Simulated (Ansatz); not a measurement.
An Ansatz (a program for electronic structure) input (HSE06/PAW in Ansatz, no spin-orbit coupling):

Ansatz 0.2 input:
```yaml
crystal:
  lattice:
    - [3.1316822255, 0, 0]
    - [0, 3.1316822255, 0]
    - [1.5658411127, -1.5658411127, 2.3576311346]
  atoms:
    - { symbol: S, position: [0, 0, 0] }
    - { symbol: Be, position: [0.5, 0.5, 0] }
basis: { ecutwfc: 420, ecutrho_ratio: 4, xc_grid: 2, fft_grid_basis: typed }
kpoints: { mp_grid: { grid: [10, 10, 10] } }
hamiltonian:
  xc: hse06
  dispersion: none
  pseudopotentials: { kind: paw }
scf: { occupations: { method: fermi_dirac, width: 0.01 } }
output: { eigenvalues: true, eigenstates: { kpoints: [[0, 0, 0], [0.5, 0.5, 0], [0, 0, 0.5], [0.279447, 0, 0.639723]] } }
```

Problem. Which symmetry and how many k-points will the program report, and about how many plane waves at Γ?

Solution. Space group I4/mmm (ITA 139) with 16 operations, k-points 102 of 1000, and 459 plane waves at Γ.

Single points use the geometry relaxed with PBEsol. The hybrid gap comes from the SCF mesh plus the semilocal run's edge points and a few special points and is an upper bound. The cells carry an imposed strain or load. No phonon test of stability was made. The cell was made from BeS in the rock salt structure (space group Fm-3m, No. 225; a hypothetical phase, not in the database extracts checked) by this change: biaxial strain −3.51 %, plane normal [001], relaxed out of plane.
